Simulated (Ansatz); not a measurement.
## Lattice thermal conductivity of CaO (rock salt, Fm-3m)

Method: the linearised phonon Boltzmann equation (three-phonon plus isotope scattering); DFT at the PBE level (Ansatz, an electronic-structure program); third-order constants from a 128-atom supercell out to 5.1 Å, harmonic mesh 8×8×8, k mesh 8×8×8, scattering mesh 19×19×19. Unless called populations, κ holds the coherence term between modes besides the Boltzmann populations.

| T (K) | κ (W/m/K) | κ, relaxation time | coherences (mean) |
|---|---|---|---|
| 150 | 44 | 41 | 0.094 |
| 200 | 32 | 30 | 0.12 |
| 250 | 25 | 24 | 0.14 |
| 300 | 21 | 20 | 0.15 |
| 400 | 15 | 15 | 0.18 |
| 500 | 12 | 12 | 0.20 |
| 600 | 10 | 9.9 | 0.22 |
| 800 | 7.9 | 7.6 | 0.25 |
| 1000 | 6.4 | 6.1 | 0.28 |

- highest phonon frequency: 16.1 THz
- exponent n of κ ∝ T⁻ⁿ above 300 K: 0.97

Computed at 300 K against measurement: lattice thermal conductivity 20.6 computed, 27 measured W/(m K) (-24 %; Cormac Toher, Corey Oses, Jose J. Plata et al., Physical Review Materials (2017), arXiv:1611.05714).  

Supercell, cutoff and meshes were set by a common rule and not converged for this crystal in particular.

No phase change or melting is allowed for: the numbers belong to this structure as given.
